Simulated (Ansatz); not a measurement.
The starting structures come from a database of crystals and need not be the phases stable at ambient conditions.

Input:

```xyz
9
Lattice="7.5368 0.0000 0.0000 0.0000 10.6586 0.0000 3.7684 5.3293 3.7684" Properties=species:S:1:pos:R:3 pbc="T T T"
K      3.7684     7.9939     0.0000
K      3.7684     2.6646     0.0000
Te     0.0000     0.0000     0.0000
Br     0.0000     2.7116     0.0000
Br     0.0000     7.9470     0.0000
Br     9.3877     5.3293     1.8510
Br     9.4542    10.6586     1.9174
Br     5.6858     5.3293     1.8510
Br     5.6194    10.6586     1.9174
```

Space group of this cell: Fm-3m. The cell was relaxed by PBE-D3(BJ).

Transport runs along the normal of the first two printed cell vectors, the (110) plane of the conventional cell.

No gap correction and no spin-orbit coupling; mid-gap values are interpolated between computed energies.

Task: Compute, with Ansatz (a first-principles code) with r2SCAN, the band gap and the smallest decay constant κ at mid-gap.

Result: Gap 1.99 eV on a 8×8×8 mesh; κ = 0.221 1/Å, at (0.500, 0.500) of the in-plane reciprocal vectors. At the zone centre, at the nearest computed energy, the slowest state has κ = 0.26 1/Å.
